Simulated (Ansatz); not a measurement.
**Effect of isotropic strain +2.42 % on MoTe2**

The reference is MoTe2 (space group P2_1/m, No. 11; a = 6.322 Å, b = 3.491 Å, c = 14.190 Å, α = γ = 90.00°, β = 92.78°; layered, stacked along the Cartesian z axis).

It is then changed as follows: the cell is scaled by 1.0242 in all directions, atoms relaxed at fixed cell.

All numbers come from r2SCAN+rVV10 (Ansatz, a program for electronic structure; PAW; 500 eV plane waves; without spin-orbit coupling). Settings: 6×11×3 k-points, 0.05 eV Fermi–Dirac smearing.

The volume per atom grows by 1.94 Å³, from 26.07 Å³ to 28.01 Å³ and the space group remains P2_1/m (No. 11). The shortest interatomic distance goes up by 0.011 Å (2.696 Å → 2.707 Å) and the energy increases by 20 meV/atom. The pressure (mean of the normal stresses, compression positive) goes from zero to -3.0 GPa and the band gap stays zero. The largest internal atomic displacement comes out as 0.077 Å.

Final structure:

```
CELL_PARAMETERS angstrom
      6.47470     0.00000     0.00000
      0.00000     3.57585     0.00000
     -0.70443     0.00000    14.51677
ATOMIC_POSITIONS crystal
  Te 0.56459 0.75000 0.36039
  Te 0.43541 0.25000 0.63961
  Te 0.58449 0.25000 0.09764
  Te 0.41551 0.75000 0.90236
  Te 0.09328 0.75000 0.13976
  Te 0.90672 0.25000 0.86024
  Mo 0.32102 0.75000 0.50677
  Mo 0.67898 0.25000 0.49323
  Te 0.06262 0.25000 0.40227
  Te 0.93738 0.75000 0.59773
  Mo 0.18043 0.25000 0.00710
  Mo 0.81957 0.75000 0.99290
```

Cost of the whole job for the changed cell (relaxation, final SCF and bands): roughly 21 core-minutes.

Spin-orbit coupling, missing from the scalar runs, can matter with Te. No phonon test of stability was made. The final runs are not spin-polarised. The zero or small gap of MoTe2 can change with the level of theory.
